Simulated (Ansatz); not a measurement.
The reference is AlRu in the CsCl type structure (space group Pm-3m, No. 221).

```yaml
crystal:
  lattice:
    - [2.98252, 0.00000, 0.00000]
    - [0.00000, 2.98252, 0.00000]
    - [0.00000, 0.00000, 2.98252]
  atoms:
    - { symbol: Al, position: [0.00000, 0.00000, 0.00000] }
    - { symbol: Ru, position: [0.50000, 0.50000, 0.50000] }
```

Method: Ansatz (an electronic-structure program) r2SCAN, scalar-relativistic without spin-orbit coupling.

For the base:

| Property | Value |
|---|---|
| Lattice parameter a | 2.983 Å |

It is then changed as follows: cell and atoms relaxed at a pressure of 7.5 GPa.

Q: What happens to the lattice parameter a?

A: The lattice parameter a drops by 0.0313 Å to 2.951 Å.

Load acts through the strain it causes; cell and atoms are relaxed under it. No phonon test of stability was made. No other phases were tried under pressure. The final runs are not spin-polarised.
